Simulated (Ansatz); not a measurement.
Consider Ag in the fcc (Cu type) structure (space group Fm-3m, No. 225; a = 4.105 Å; relaxed with 0.1 eV smearing). Axes: x, y, z lie along the cube axes.

Level of theory: r2SCAN (Ansatz, an electronic-structure program; PAW; 500 eV plane waves; scalar-relativistic without spin-orbit coupling), earlier PAW set.

Perturbation: an isotropic linear strain of +2.32 %, atoms relaxed at fixed cell.

Predict the stress tensor and what it implies for the stiffness.

Stress of the strained cell less that of the base (GPa, compression positive):
```
   -5.8     0.0     0.0
    0.0    -5.8     0.0
    0.0     0.0    -5.8
```

Then B = −ΔP/(ΔV/V₀) with ΔV/V₀ = 0.0712 gives secant stiffness values (nonlinear terms included at this strain): B ≈ 82 GPa.

As a check, the harmonic strain energy −½ V₀ Δσ:ε is 22 meV/atom; the computed energy rise is 24 meV/atom.

Whether these cells are dynamically stable was not tested.
